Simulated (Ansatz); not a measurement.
This concerns the formation energy of C_i in Al (fcc, Fm-3m). Reaction: C (graphite) + 64 Al (fcc) → cell A.

Cell A: a supercell of 64 sites of Al (fcc, Fm-3m) with C off the lattice sites (6 Al at 2.07 Å); spin state with PBE: run without spin, k-point mesh 4×4×4.
```
Al64C
1.0
   11.26585     0.00000     0.00000
    5.63292     9.75651     0.00000
    5.63292     3.25217     9.19853
Al C
64 1
Cartesian
  0.00000  -0.00327  -0.00231
  1.41106   0.81141   2.30194
  2.81323   1.63487   4.60152
  4.21870   2.44632   6.89664
  1.41106   2.44076  -0.00231
  2.81751   3.25277   2.30006
 15.49354   4.06695   4.59681
  5.63292   4.87826   6.89762
  2.81323   4.88331   0.00753
  4.22769   5.68957   2.30208
  5.63292   6.50088   4.59681
  7.03193   7.31898   6.89664
  4.21870   7.31766   0.00753
  5.63292   8.12922   2.30006
 18.29778   8.94188   4.60152
  8.41247   9.77783   6.91397
  2.81751  -0.00060  -0.00043
  4.22745   0.81837   2.29210
 11.26585  11.42522   4.58419
  7.04714   2.44632   6.89664
  4.22745   2.43380   0.00753
  5.63292   3.25564   2.30208
  7.03815   4.06695   4.59681
  8.44616   4.86947   6.89664
  5.63292   4.87826   0.04521
  7.03815   5.68957   2.30208
  8.41247   6.48303   4.58419
  9.80119   7.28480   6.94497
  7.04714   7.31766   0.00753
  8.44616   8.12538   2.29210
  9.80119   8.97605   4.55319
 11.26585   9.82167   6.94497
  5.63292  -0.00347  -0.00245
  7.03840   0.81837   2.29210
  8.45262   1.63487   4.60152
  9.86062   2.43740   6.90135
  7.03840   2.43380   0.00753
  8.44834   3.25277   2.30006
  9.85163   4.05802   4.60152
 11.26585   4.83563   6.91397
  8.45262   4.88331   0.00753
  9.85163   5.69102   2.29210
 11.26585   6.43918   4.55319
 12.73051   7.28480   6.94497
  9.86062   7.31912  -0.00245
 11.26585   8.13043   2.25442
 12.73051   8.97605   4.55319
 14.11923   9.77783   6.91397
  8.44834  -0.00060  -0.00043
 15.48771  10.56792   2.30194
 16.89877  11.38260   4.60054
 12.67108   2.43740   6.90135
  9.85479   2.44076  -0.00231
 11.26585   3.25544   2.30194
 12.68007   4.05802   4.60152
 14.08554   4.86947   6.89664
 11.26585   4.87946  -0.00043
 12.68007   5.69102   2.29210
 14.11923   6.48303   4.58419
 15.49976   7.31898   6.89664
 12.67108   7.31912  -0.00245
 14.08554   8.12538   2.29210
 15.49976   8.94188   4.60152
 16.89877   9.75998   6.90135
 11.26585   8.13043   5.74908
```

Reference: C (graphite, P6₃/mmc), 4 atoms in the cell, k-point mesh 18×18×6 on the run's own vectors. Conventional cell: a = b = 2.465 Å, c = 6.742 Å, α = β = 90.00°, γ = 120.00°.

Reference: Al (fcc, Fm-3m), 64 atoms in the cell, the relaxed perfect crystal repeated, atoms not moved again, k-point mesh 4×4×4 on the run's own vectors.

Computed with Ansatz (plane waves, PAW), its default PAW set, cutoff 420 eV, 500 eV for r2SCAN. The structures are at rest with PBE+D3(BJ), within the held lattices; other levels are single points on them. Neutral cells; Fermi-Dirac smearing of at most 0.10 eV in the solids, energies taken to zero width. The lattices are those relaxed with PBE+D3(BJ), so at other levels the solids can be strained, which adds to the spread. Larger cells are relaxed from a start prepared with the learned potential CHGNet, on a coarser mesh till forces fall under 0.03 eV/Å, which some starts already meet. A dispersion term (D3(BJ), or D4 for r2SCAN) was computed beside these levels and is taken off wherever the name lacks it. Nuclei at rest; no vibrational terms. The structures are the rest points that the relaxations reached, not proven lowest. Values are for these cell sizes. Mesh and cell size may move defect energies by 0.1 eV or more. Cell A has symmetry Fm-3m within 0.02 Å and got no random move, so less symmetric positions, which may lie lower, weren't tried.

### Question
What value does r2SCAN+D4 give?

### Answer
1.69 eV, for C (graphite) + 64 Al (fcc) → cell A.

### Question
What do the other levels give, and how wide is the spread?

### Answer
```csv
Method,value (eV),less r2SCAN+D4
PBE+D3(BJ),1.67,-0.02
r2SCAN,1.74,0.05
```

The levels shown span 0.07 eV, from PBE+D3(BJ) (1.67) to r2SCAN (1.74).

Ansatz is a program for electronic structure.
